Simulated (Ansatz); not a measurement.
The starting structures come from a database of crystals and need not be the phases stable at ambient conditions.

 Where the default PAW files enter, the runs use the earlier of Ansatz's two default sets.

Inside the gap of an insulator the Bloch states are evanescent, with a wavenumber k + iκ along the transport direction.

Input:

```xyz
16
Lattice="4.9275 0.0000 0.0317 0.0000 6.3464 0.0000 2.4985 0.0000 7.5284" Properties=species:S:1:pos:R:3 pbc="T T T"
Cs     2.0119     1.5866     5.5371
Cs     5.4140     4.7598     2.0229
H      2.4866     4.7598     4.8902
H      4.9394     1.5866     2.6699
H      2.4637     0.0000     0.0158
H      2.4637     3.1732     0.0158
P      4.5278     4.7598     5.7859
P      2.8982     1.5866     1.7742
O      3.4617     4.7598     4.6010
O      3.9643     1.5866     2.9591
O      5.8948     4.7598     5.1312
O      1.5312     1.5866     2.4289
O      4.2422     6.0402     6.6293
O      3.1838     0.3062     0.9308
O      3.1838     2.8670     0.9308
O      4.2422     3.4794     6.6293
```

Space group of this cell: P2_1/m. The cell was relaxed by PBE-D3(BJ); by r2SCAN its mean pressure is -2.2 GPa.

Transport runs along the normal of the first two printed cell vectors.

The gap is the functional's own. No spin-orbit coupling. Mid-gap values are interpolated on the energy grid.

**Question.** State the band gap and the smallest decay constant κ at mid-gap according to r2SCAN in Ansatz (a program for electronic structure).

**Answer.** Gap 5.91 eV on a 6×6×4 mesh; κ = 0.480 1/Å, at the zone centre.
